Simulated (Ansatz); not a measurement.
Consider YSi in the rock salt structure (space group Fm-3m, No. 225; a = 5.743 Å; a hypothetical phase, not in the database extracts checked).

One thing is altered: Pb replaces 75.0 % of the Si, ordered in a cell of 8 atoms (starting symmetry Pm-3m) and fully relaxed.

The other end (x = 1) is YPb in the rock salt structure (space group Fm-3m, No. 225; a hypothetical phase, not in the database extracts checked): 29.96 Å³/atom, gap zero; this end may not be an ambient phase.

Levels (all Ansatz, a program for electronic structure, PAW, earlier PAW set): PBEsol (420 eV, no spin-orbit coupling); r2SCAN (500 eV, scalar-relativistic without spin-orbit coupling).

The geometry is relaxed with PBEsol.

| Item | Result |
|---|---|
| PBEsol pressure | 0.0 GPa |

**Question.** What does r2SCAN give at this geometry for the pressure?

**Answer.** The pressure goes from zero to 2.4 GPa.

Single points use the geometry relaxed with PBEsol. Their cutoffs differ, which shifts pressures a little. These are small ordered cells, not random alloys; other orderings at the same x differ. Stability against distortions was not tested. The final runs are not spin-polarised. An odd electron count without spin: YSi and YPb. Y4Pb3Si, YSi and YPb have a high density of states at the Fermi level and may be magnetic at this level.
